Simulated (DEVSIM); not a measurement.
Device: Ti/Si3N4/p-In0.53Ga0.47As capacitor, at 300 K.

```
layer (left to right)        material  thickness (nm)  Na (cm⁻³)
---------------------  --------------  --------------  ---------
1                               Si3N4            20.0          -
2                      In0.53Ga0.47As           11000     2.7e15
```

Metal gate on the left, work function 4.33 eV. Fixed charge at the semiconductor interface 2.8e10 cm⁻² (in units of +e); interface traps 4.4e11 cm⁻² eV⁻¹, uniform in energy, neutral level at 0.3 of the gap above the valence band.

This is a model device: material constants are rounded textbook-type values typed into the input, and sizes, dopings and lifetimes were drawn at random. Values at 300 K.

| parameter | Si3N4 | In0.53Ga0.47As |
|---|---|---|
| gap (eV) | 5.1 | 0.74 |
| affinity (eV) | 2.1 | 4.51 |
| permittivity | 7.5 | 13.9 |
| Nc (cm⁻³) | - | 2.1e17 |
| Nv (cm⁻³) | - | 7.7e18 |

Model (solved in DEVSIM): 1D Poisson equation in equilibrium, Boltzmann statistics, complete ionisation; no quantum confinement or tunnelling. Metal contacts follow the ideal Schottky-Mott rule: no Fermi-level pinning, no interface dipoles.

Base results: flat-band voltage (V) -0.73; capacitance of the dielectric stack (μF/cm²) 0.332; minimum of the low-frequency capacitance (μF/cm²) 0.0777; threshold voltage (band bending 2φF) (V) -0.16.

**Question.** What follows from this one change: substrate doping 2.7e+15 → 1.4e+15 cm^-3?

**Answer.** flat-band voltage -0.73 → -0.71 V; capacitance of the dielectric stack little changed (0.332 μF/cm²); minimum of the low-frequency capacitance 0.0777 → 0.0730 μF/cm²; threshold voltage (band bending 2φF) -0.16 → -0.20 V.

**Question.** What follows from this one change: gate work function 4.33 → 4.03 eV?

**Answer.** flat-band voltage -0.73 → -1.03 V; capacitance of the dielectric stack little changed (0.332 μF/cm²); minimum of the low-frequency capacitance little changed (0.0777 μF/cm²); threshold voltage (band bending 2φF) -0.16 → -0.46 V.

**Question.** What follows from this one change: fixed charge 2.8e+10 → -2.72e+11 cm^-2?

**Answer.** flat-band voltage -0.73 → -0.59 V; capacitance of the dielectric stack little changed (0.332 μF/cm²); minimum of the low-frequency capacitance little changed (0.0775 μF/cm²); threshold voltage (band bending 2φF) -0.16 → -0.01 V.

**Question.** What follows from this one change: Si3N4 thickness 0.02 → 0.008 μm?

**Answer.** flat-band voltage -0.73 → -0.72 V; capacitance of the dielectric stack 0.332 → 0.830 μF/cm²; minimum of the low-frequency capacitance 0.0777 → 0.0906 μF/cm²; threshold voltage (band bending 2φF) -0.16 → -0.24 V.
